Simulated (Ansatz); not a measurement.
Amorphous cells of Ba, O, Si: the gap between the highest filled and lowest empty level at the zone centre, by PBE and by a single point of HSE06 on the same geometry (PBE, scalar-relativistic without spin-orbit coupling (plane waves to 420 eV, PAW; Ansatz, an electronic-structure program); exact exchange cut at the cells' faces). The networks come from melt-quench runs on the CHGNet potential at compositions and starting densities chosen by hand, with anions pushed apart in the CHGNet dynamics, and DFT then relaxed them. The cells are small and were quenched far faster than real films, so single cells scatter. Defect or tail levels can set these gaps. The rows are the first to finish with both values and no moments.

```tsv
cell	PBE gap x (eV)	HSE06 gap y (eV)
A (Si24O49Ba, 2.35 g/cm3)	3.71	5.43
B (Si18Ba6O42, 3.09 g/cm3)	3.75	5.33
C (Si16Ba8O40, 3.41 g/cm3)	3.87	5.41
D (Si24O49Ba, 2.35 g/cm3)	4.01	5.63
E (Si24O49Ba, 2.35 g/cm3)	4.04	withheld
F (Si22Ba3O47, 2.66 g/cm3)	4.46	6.11
```

Question: Fit a straight line through the 5 full rows and predict the withheld value for E (Si24O49Ba, 2.35 g/cm3).

Answer: Means: x = 3.960, y = 5.582. Slope = Σ(Δx Δy) / Σ(Δx²) = 0.3728 / 0.3672 = 1.02; the r.m.s. residual is 0.061. Prediction: 5.582 + 1.02 × (4.04 − 3.960) = 5.66. The run gave 5.69, 0.03 above the line.
